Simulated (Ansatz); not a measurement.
The parent structure is K in the bcc (W type) structure (space group Im-3m, No. 229; a = 5.288 Å; relaxed with 0.1 eV smearing).

Structures relaxed with PBE (Ansatz, a first-principles code), spin-orbit coupling left out.

Base:

Simulated powder pattern, Co Kα, λ = 1.79026 Å (kinematic, ideal powder, no thermal factors, no anomalous dispersion; the 8 strongest lines at most, above 2 %, up to 2θ = 90°):

```csv
2θ (°),I/Imax (%),hkl
27.70,100,(110)
39.58,18,(200)
48.99,38,(211)
57.21,11,(220)
64.73,15,(310)
71.80,3.6,(222)
78.60,16,(321)
```

It is then changed as follows: an isotropic linear strain of −1.50 %; the atoms relax in the strained cell.

Q: Predict the new powder pattern.

A: 
Simulated powder pattern, Co Kα, λ = 1.79026 Å (kinematic, ideal powder, no thermal factors, no anomalous dispersion; the 8 strongest lines at most, above 2 %, up to 2θ = 90°):

| 2θ (°) | I/Imax (%) | hkl |
|---|---|---|
| 28.13 | 100 | (110) |
| 40.21 | 18 | (200) |
| 49.79 | 37 | (211) |
| 58.16 | 11 | (220) |
| 65.84 | 15 | (310) |
| 73.07 | 3.5 | (222) |
| 80.03 | 16 | (321) |

The indices refer to the base's conventional cell; one index is shown for lines that coincide.

Whether these cells are dynamically stable was not tested.
